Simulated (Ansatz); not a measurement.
Seebeck coefficient (μV/K, mean over directions) of p-type Si (Fd-3m) against carrier density, HSE06 with spin-orbit coupling, rigid bands in Ansatz (a program for electronic structure). Computed gap 1.12 eV; densities at which minority carriers matter at this gap, or further valleys turn the trend, are left out. Conductivity mass 0.36 mₑ (harmonic mean over directions), N_v = 2.1e19 cm⁻³ at 300 K.

| hole density | 300 K | 500 K | 800 K |
|---|---|---|---|
| 1e18 cm⁻³ | 506 | ___ | 641 |
| 3e18 cm⁻³ | 412 | 484 | 546 |
| 1e19 cm⁻³ | 312 | 382 | 443 |
| 3e19 cm⁻³ | 225 | 290 | 349 |
| 1e20 cm⁻³ | 139 | 194 | 249 |
| 3e20 cm⁻³ | ___ | 117 | 165 |
| 1e21 cm⁻³ | 35 | 58 | 89 |

Fill in the missing entries.


- 1e18 cm⁻³, 500 K: 579
- 3e20 cm⁻³, 300 K: 76

Rigid bands with a gap fixed in temperature, one relaxation time for all states, no polarons or phonon drag, and whether or not such doping can be reached. Geometry: cell and atoms relaxed with PBEsol.
